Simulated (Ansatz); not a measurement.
Abridged Ansatz (a program for electronic structure) output:

```
Relaxation: its limit of steps is 50 (relax.max_steps)
Pseudopotential: Nb, paw, valence charge 13
Pseudopotential: As, paw, valence charge 15
Crystal: 4 atoms, lattice volume = 59.203 Å³
Basis set: ecut = 420 eV, 1175 PW (Γ), exchange–correlation on 90×90×90 points (8 copies of the dense FFT grid, shifted against one another)
Bands: 34, of which v1, the nominal top of the filled ones, is band 28 counted from 1 (27 counted from 0)
Symmetry: 8 space group operations
k-points: 936 of 12167 (time reversal used)
Functional: x = pbe(κ = 0.804, μ = 0.2195149727645171), c = pbe(β = 0.06672455060314922)
SCF iter   1: F=—  HF=-18818.262673 eV  |F-HF|=—  |Δ(HF+E_count)|=         —  Δρ=8.10e-3  dr2=2.67e-2  ethr=1.77e-3  ⟨swp⟩=5.1  Hψ=127324  notcnv=0
SCF iter   2: F=—  HF=-18818.260637 eV  |F-HF|=—  |Δ(HF+E_count)|=   2.04e-3  Δρ=4.83e-3  dr2=9.58e-3  ethr=4.77e-5  ⟨swp⟩=1.0  Hψ=39312  notcnv=0
SCF 1 converged in 8 iterations: F = -18818.259993 eV  dr2 = 3.39e-10
relax step   1: F+E_penalty+E_count = -18818.25999260 eV  Δ(F+E_penalty+E_count) = +0.000e0 eV  max|allowed force component| = 1.252e-1 eV/Å  Δτ_max = 0.0000 Å  (8 SCF iters, accepted)
Crystal: 4 atoms, lattice volume = 59.203 Å³
SCF iter   1: F=—  HF=-18818.260982 eV  |F-HF|=—  |Δ(HF+E_count)|=         —  Δρ=4.88e-4  dr2=7.52e-5  ethr=1.29e-7  ⟨swp⟩=2.0  Hψ=96107  notcnv=0  defer=92
SCF iter   2: F=—  HF=-18818.260975 eV  |F-HF|=—  |Δ(HF+E_count)|=   7.36e-6  Δρ=3.01e-4  dr2=3.12e-5  ethr=1.29e-7  ⟨swp⟩=1.0  Hψ=31730  notcnv=0  defer=92
SCF 2 converged in 6 iterations: F = -18818.260877 eV  dr2 = 2.55e-10
relax step   2: F+E_penalty+E_count = -18818.26087671 eV  Δ(F+E_penalty+E_count) = -8.841e-4 eV  max|allowed force component| = 2.967e-2 eV/Å  Δτ_max = 0.0047 Å  (6 SCF iters, accepted)
Crystal: 4 atoms, lattice volume = 59.203 Å³
SCF iter   1: F=—  HF=-18818.261025 eV  |F-HF|=—  |Δ(HF+E_count)|=         —  Δρ=9.42e-5  dr2=2.80e-6  ethr=5.00e-8  ⟨swp⟩=2.8  Hψ=64077  notcnv=0  defer=92
SCF iter   2: F=—  HF=-18818.260930 eV  |F-HF|=—  |Δ(HF+E_count)|=   9.48e-5  Δρ=5.82e-5  dr2=1.17e-6  ethr=5.01e-9  ⟨swp⟩=1.0  Hψ=39312  notcnv=0  defer=92
SCF 3 converged in 6 iterations: F = -18818.260930 eV  dr2 = 1.01e-11
relax step   3: F+E_penalty+E_count = -18818.26093009 eV  Δ(F+E_penalty+E_count) = -5.338e-5 eV  max|allowed force component| = 2.488e-5 eV/Å  Δτ_max = 0.0009 Å  (6 SCF iters, accepted)
SCF converged after 6 iterations
Free energy (F): -18818.260930 eV
Internal energy: -18818.241997 eV  (E = F + TS)
E sigma→0 (E₀):  -18818.251463 eV
Entropy (-TS):   -0.018933 eV (-4.733 meV/atom)
Fermi energy:    19.628286 eV
--- Forces (eV/Å), atoms counted from 1 ---
  atom   1  Nb    -0.00000000     0.00000000     0.00002470
  atom   2  Nb     0.00000000    -0.00000000     0.00002470
  atom   3  As    -0.00000000     0.00000000    -0.00002505
  atom   4  As     0.00000000     0.00000000    -0.00002505
--- Stress (GPa, compression-positive) ---
       46.094411      -0.000000      -0.000000
       -0.000000      46.094411      -0.000000
       -0.000000      -0.000000      38.791535
  P = ⅓ Tr σ = 43.6601 GPa (436.601 kbar)
--- Relaxed structure (3 steps of the walk, 3 accepted, 0 SCFs on fresh bases) ---
  atoms:
    - { symbol: Nb, position: [0.9985509122955681, 0.9985509122955681, 3.293196636708573e-34] }
    - { symbol: Nb, position: [0.7485509122955685, 0.2485509122955685, 0.5] }
    - { symbol: As, position: [0.41744908770443157, 0.41744908770443157, 1.6741949382149727e-34] }
    - { symbol: As, position: [0.16744908770443157, 0.6674490877044316, 0.5] }
```

What was computed, and what are the main results?

NbAs, 4 atoms in the cell, with PBE (Ansatz), no SOC. The last SCF converged to F = -18818.260930 eV, or -4704.5652 eV per atom, at a pressure of 43.66 GPa. The total energy compares only with runs of the same code, potentials and settings.

The cells carry an imposed strain or load. Whether these cells are dynamically stable was not tested. The final runs are not spin-polarised. The cell was made from NbAs (space group I4_1md, No. 109) by this change: isotropic strain −5.83 %.

Keys are those of Ansatz 0.2.
